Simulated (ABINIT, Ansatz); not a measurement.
An ABINIT input for a self-consistent single point of TiZn (P1, 2 atoms in the cell) (DFT, PBEsol, plane waves, PAW (JTH v2.0 PBE PAW, files made for PBE)):

```
# TiZn, JTH v2.0 PBE PAW
pp_dirpath "./"
pseudos "Ti.GGA_PBE-JTH.xml, Zn.GGA_PBE-JTH.xml"
acell 3*1.0
rprim
         5.9030319818    0.0000000000    0.0000000000
         0.0000000000    5.9030319818    0.0000000000
         0.0000000000    0.0000000000    5.9030319818
natom 2
ntypat 2
znucl 22 30
typat 1 2
xcart
         3.0089524921    2.9013461221    2.9772827255
         5.8455954806    0.0501698688    5.8772652472
ecut 30
pawecutdg 60
pawxcdev 0
ixc -116133
occopt 3
tsmear 0.1 eV
nband 17
kptopt 1
ngkpt 7 7 7
nshiftk 1
shiftk 0 0 0
nstep 80
tolvrs 1.0e-12
prtwf 0
prtden 0
prtvol 1
enunit 1
```

Translate this input to Ansatz (a program for electronic structure).

One input that does it (others would too):

Ansatz 0.2 input:
```yaml
crystal:
  lattice:
    - [3.123750, 0.000000, 0.000000]
    - [0.000000, 3.123750, 0.000000]
    - [0.000000, 0.000000, 3.123750]
  atoms:
    - { symbol: Ti, position: [0.509730, 0.491501, 0.504365] }
    - { symbol: Zn, position: [-0.009730, 0.008499, -0.004365] }
basis:
  ecutwfc: 420.0 eV
kpoints:
  mp_grid:
    grid: [7, 7, 7]
hamiltonian:
  xc: pbesol
  pseudopotentials:
    kind: paw
scf:
  occupations:
    method: fermi_dirac
    width: 0.1 eV
output:
  forces: true
  eigenvalues: true
  stress: true
```

Basis settings and potentials, where a program has them, do not carry over. This input uses DFT, PBEsol, plane waves, default PAW files made with PBE.

The starting cell comes from a database of computed structures (which also holds hypothetical and non-ambient phases and stackings), without a prior relaxation at this level. For this run, on top of that: atoms moved at random.
